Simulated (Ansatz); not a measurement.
LuAl2 (Fd-3m, No. 227; cell taken from a computed entry), treated with r²SCAN in Ansatz (PAW).

Settings: plane-wave cutoff 500 eV, 12×12×12 k mesh, Fermi–Dirac smearing 0.1 eV, scalar-relativistic PAW data made under PBE.

Computed at the level's own relaxed cell.

Give the computed volume per atom and lattice parameter a.


- volume per atom: 19.05 Å³/atom
- lattice parameter a: 7.703 Å

The run finds no gap.

Note: the relaxation could not lower the start's symmetry, so the cell can be a saddle point above a distorted one.

Spin–orbit coupling is not included.

Static lattice: no zero-point or thermal effects.

It cost around 2.3 core-minutes (rough) of CPU time.

Ansatz is an electronic-structure program.
